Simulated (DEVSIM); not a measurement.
Structure: abrupt InP n-p junction, at 250 K.

Layer 1 from the left is InP, thickness (μm) 21.0, Nd (cm⁻³) 9.9e16, τn (s) 5.6e-9, τp (s) 5.6e-9. Layer 2 from the left is InP, thickness (μm) 0.360, Na (cm⁻³) 1.3e14, τn (s) 5.6e-9, τp (s) 5.6e-9.

Left contact: ohmic. Right contact: ohmic. Voltage is applied to the left contact. Recombination: SRH at mid-gap. Mobility is constant in doping.

This is a model device: material constants are rounded textbook-type values typed into the input, and sizes, dopings and lifetimes were drawn at random. Values at 300 K; Nc and Nv go as T^1.5, mobilities as T to minus their exponent, the gap by Varshni's rule with the affinity fixed.

InP: gap (eV) 1.344, affinity (eV) 4.38, permittivity 12.5, Nc (cm⁻³) 5.7e17, Nv (cm⁻³) 1.1e19, μn (cm²/Vs) 5200, μp (cm²/Vs) 170, T exponent of μn 2, T exponent of μp 2, Varshni α (eV/K) 0.000363, Varshni β (K) 162.

Model (solved in DEVSIM): 1D drift-diffusion, Boltzmann statistics, complete ionisation; no tunnelling, impact ionisation, image-force lowering or self-heating.

**Question.** What does the simulation give for the dark forward voltage at 100 A/cm², the largest field in the device at zero bias?

**Answer.** dark forward voltage at 100 A/cm² 0.916 V; largest field in the device at zero bias 30000 V/cm.
